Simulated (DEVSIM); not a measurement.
System: illuminated GaAs p-on-n cell, one wavelength, at 300 K.

| layer (left to right) | material | thickness (μm) | Nd (cm⁻³) | Na (cm⁻³) | τn (s) | τp (s) | absorption coefficient (cm⁻¹) |
|---|---|---|---|---|---|---|---|
| 1 | GaAs | 0.150 | - | 7.1e17 | 6.5e-11 | 2e-10 | 5200 |
| 2 | GaAs | 1.70 | 1.4e15 | - | 3.8e-10 | 3.8e-10 | 5200 |

Left contact: ohmic, minority electron recombination velocity 7e6 cm/s. Right contact: ohmic, minority hole recombination velocity 20 cm/s. Voltage is applied to the left contact. Recombination: SRH at mid-gap, radiative, Auger. Light enters at the left, 1.2e18 photons cm⁻² s⁻¹, one pass, no reflection. Mobility is constant in doping.

The device is made up for the run: typed textbook-type constants, with dimensions and the other settings drawn at random. Values at 300 K; Nc and Nv go as T^1.5, mobilities as T to minus their exponent, the gap by Varshni's rule with the affinity fixed.

```tsv
parameter	GaAs
gap (eV)	1.424
affinity (eV)	4.07
permittivity	12.9
Nc (cm⁻³)	4.7e17
Nv (cm⁻³)	9e18
μn (cm²/Vs)	8500
μp (cm²/Vs)	400
T exponent of μn	2.1
T exponent of μp	2.2
B (cm³/s)	2e-10
Cn (cm⁶/s)	1e-30
Cp (cm⁶/s)	1e-30
Varshni α (eV/K)	0.000541
Varshni β (K)	204
```

Model (solved in DEVSIM): 1D drift-diffusion, Boltzmann statistics, complete ionisation; no tunnelling, impact ionisation, image-force lowering or self-heating.

The temperature was swept, all else fixed.

```tsv
temperature (K)	largest power (mW/cm²)	short-circuit current (mA/cm²)	share of generated pairs collected at short circuit	open-circuit voltage (V)
250	74.7	?	?	?
300	59.9	106	0.895	0.834
350	46.0	102	0.862	0.696
400	32.9	98.0	0.825	0.555
450	20.9	93.3	0.785	0.411
500	10.7	88.4	0.745	0.266
```

Task: Some entries are withheld; supply them.

Result: 
- 250, short-circuit current (mA/cm²): 110
- 250, share of generated pairs collected at short circuit: 0.923
- 250, open-circuit voltage (V): 0.969
